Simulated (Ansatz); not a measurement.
# wurtzite GaN: the defect V_Ga+O_N+O_N

All values below come from PBE, PAW (plane waves to 420 eV; Ansatz, a program for electronic structure). The supercell holds 96 host sites (3×2×2 repeats of a cell of 8 atoms), with a 2×2×2 shifted k-point sampling for the final energies. Sites at the start: the Ga site; N 1.97 Å away; N 1.97 Å away. Charged cells carry a point-charge image correction with potential alignment at far atoms. Dielectric constants: PBE linear response of the host. Host gap at this level: 1.71 eV. Finite-size and sampling errors can reach tenths of an eV here. PBE underestimates the host's gap, which shifts levels and can delocalise carriers. Spin–orbit coupling is left out. Each state is the lowest found from its start.

Formation energies E_f are given with the Fermi level at the valence-band maximum. Chemical conditions: Ga-rich (Δμ(Ga) = 0.00 eV, Δμ(N) = -0.88 eV, Δμ(O) = -3.04 eV, bounded by beta Ga2O3; only phases computed here count, gases as isolated molecules at 0 K); N-rich (Δμ(Ga) = -0.88 eV, Δμ(N) = 0.00 eV, Δμ(O) = -2.45 eV, bounded by beta Ga2O3; only phases computed here count, gases as isolated molecules at 0 K). Reference phases: Ga: alpha gallium, N: N2 molecule in a box, O: O2 molecule in a box.

The name describes the start; the neighbours show where the atoms ended.

Charges with a result: +1, 0, −1. Others weren't obtained, and one of them could lie lower, also by skipping a charge.

```csv
charge,moment (μB),largest move off a lattice site (Å),neighbours of the last O atom of the defect at the end (Å),image correction with alignment (eV),"E_f, Ga-rich (eV)","E_f, N-rich (eV)",above the lowest spin state (eV)
+1†,2.0,0.29,"Ga 1.93, Ga 1.93, Ga 1.94",-0.11,–,–,0.00
+1*,not spin-polarised,0.24,"Ga 1.92, Ga 1.93, Ga 1.93",–,–,–,0.33
0,1.0,0.25,"Ga 1.92, Ga 1.93, Ga 1.93",0.01,2.92,2.63,0.00
0,1.0,0.25,"Ga 1.92, Ga 1.93, Ga 1.93",0.01,2.92,2.63,0.00
−1,0.0,0.27,"Ga 1.92, Ga 1.92, Ga 1.93, N 3.02, N 3.03, N 3.07, N 3.08",0.43,3.77,3.47,0.00
−1,not spin-polarised,0.27,"Ga 1.92, Ga 1.92, Ga 1.93, N 3.02, N 3.03, N 3.07, N 3.08",0.43,3.77,3.47,0.00
```

* At this level the carrier isn't localised at the defect: . Such a state is shallow or no state of the defect, and this cell gives it no level.

† Not settled in this cell, so no level is given: charge +1: level within 0.1 eV of a band edge or past it.

Starting moments that weren't kept: charge 0 began with 3 μB and ended with 1.0; charge −1 began with 2 μB and ended with 0.0.

Transition levels above the valence-band maximum: ε(0/−1) = 0.85 eV. On the lower envelope of the bound states, inside the gap: (0/−1) at 0.85 eV.

Flagged in the runs: a host whose relaxation on this sampling wasn't shown to rest.

All states together cost roughly 4 core-hours.
